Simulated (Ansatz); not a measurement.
The reference is AgCl in the rock salt structure (space group Fm-3m, No. 225).

```xyz
2
Lattice="0.0000 2.7237 2.7237 2.7237 0.0000 2.7237 2.7237 2.7237 0.0000" Properties=species:S:1:pos:R:3 pbc="T T T"
Ag     0.0000     0.0000     0.0000
Cl     2.7237     2.7237     2.7237
```

Cartesian axes are those of the cell as printed.

Calculations: PBEsol (Ansatz, a program for electronic structure), no spin-orbit coupling.

Base values:

- Valley order: Γ 0.72 eV; X along ⟨100⟩ 2.13 eV

Modification: the cell is stretched by 1.00 % along z with no lateral relaxation; the atoms relax in the strained cell.

Problem. Predict the new valley order.

Solution. The valley order (the lowest conduction-band minima on the path, energy above the VBM, named in the base's zone) becomes Γ 0.69 eV; X along [100] 2.11 eV; X along [001] 2.13 eV (base: Γ 0.72 eV; X along ⟨100⟩ 2.13 eV).

The levels and masses belong to the bands next to the band gap. Stability against distortions was not tested.
